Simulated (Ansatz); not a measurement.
# Te under a change: Te → Re

The reference is Te (space group P3_121, No. 152; a = 4.624 Å, c = 5.904 Å; made of chains).

Perturbation: Re takes the place of Te on all its sites; the structure is relaxed again.

The values are results of r2SCAN in Ansatz (plane waves to 500 eV, PAW, scalar-relativistic without spin-orbit coupling), earlier PAW set, not measurements. Γ-centred 21×21×21 mesh, Fermi–Dirac width 0.05 eV, for the changed cell.

```csv
quantity,base,changed,shift
volume per atom,36.44 Å³,14.83 Å³,-21.604 Å³
space group,P3_121 (No. 152),Im-3m (No. 229),–
shortest interatomic distance,2.827 Å,2.681 Å,-0.146 Å
band gap,0.54 eV,zero,–
```

With Te present, leaving out spin-orbit coupling can change the band edges. Stability against distortions was not tested. For Re in this form, whether it has been made was not checked. All final runs are without spin polarisation. No dispersion term is included, though the crystal is made of layers, chains or molecules, so its spacings can come out too wide. This is not the structure that Re has at room temperature and ambient pressure.

Ansatz is an electronic-structure program.
